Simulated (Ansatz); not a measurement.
Functionals compared on a constructed model of the (0001) surface of hcp Zr, a pseudomorphic layer of Ti in the host's stacking (bottom of the slab: a bare face, its two planes held), in Ansatz (plane waves, PAW). The structure was relaxed with PBE; the other rows are single points on it. Cutoff 420 eV (500 eV for r2SCAN).

Model: 7-atom slab, 15.9 Å thick at the start, 13x13x1 mesh, Fermi-Dirac 0.1 eV, dipole correction, 2 atoms held, the rest relaxed; held to the start's symmetry, so lower structures may exist; no spin, no spin-orbit, no U. It is one candidate, not shown to be the stable structure of the face. These notes are the PBE run's.

```
functional  work function of the top face (eV)  rough cost of the single point
----------  ----------------------------------  ------------------------------
PBE                                       3.96                               –
RPBE                                      3.85         roughly 24 core-seconds
r2SCAN                                    4.02    very roughly 40 core-seconds
```

Ansatz is a first-principles code.
